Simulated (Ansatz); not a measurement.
Density of states of LuAl3 (Pm-3m) near the Fermi level, PBEsol, rigid bands run with Ansatz (a program for electronic structure).

```tsv
E − E_F (eV)	states/eV/cell
-1.95	2.75
-1.85	3.12
-1.75	3.22
-1.65	2.80
-1.55	2.71
-1.45	2.25
-1.35	1.92
-1.25	1.69
-1.15	1.52
-1.05	1.39
-0.95	1.30
-0.85	1.24
-0.75	1.22
-0.65	1.26
-0.55	1.27
-0.45	1.25
-0.35	1.23
-0.25	1.21
-0.15	1.18
-0.05	1.25
0.05	1.32
0.15	1.30
0.25	1.32
0.35	1.18
0.45	1.18
0.55	1.27
0.65	1.38
0.75	1.55
0.85	1.73
0.95	2.04
1.05	2.55
1.15	2.63
1.25	2.20
1.35	2.00
1.45	2.05
1.55	2.20
1.65	2.21
1.75	2.17
1.85	2.14
1.95	1.80
```

### Question
With 4 atoms a cell, what bare Sommerfeld coefficient γ = (π²/3) k_B² N(E_F) follows?

### Answer
N(E_F) ≈ 1.30 states/eV a cell at 300 K, so γ ≈ 0.77 mJ/(mol of atoms·K²), before many-body enhancement (phonons, spin fluctuations, correlation).

### Question
How far does the Fermi level move in a rigid band for 0.1 electron a cell added or removed?

### Answer
77 meV and -79 meV.

A metal at this level (no band gap); rigid bands, thermally averaged at 300 K, both spins. Spin-orbit coupling is left out, which matters with elements this heavy. Geometry: cell and atoms relaxed with PBEsol.

Computed structure with no diffraction record at hand here (it may be known, metastable or hypothetical): LuAl3 (Pm-3m).
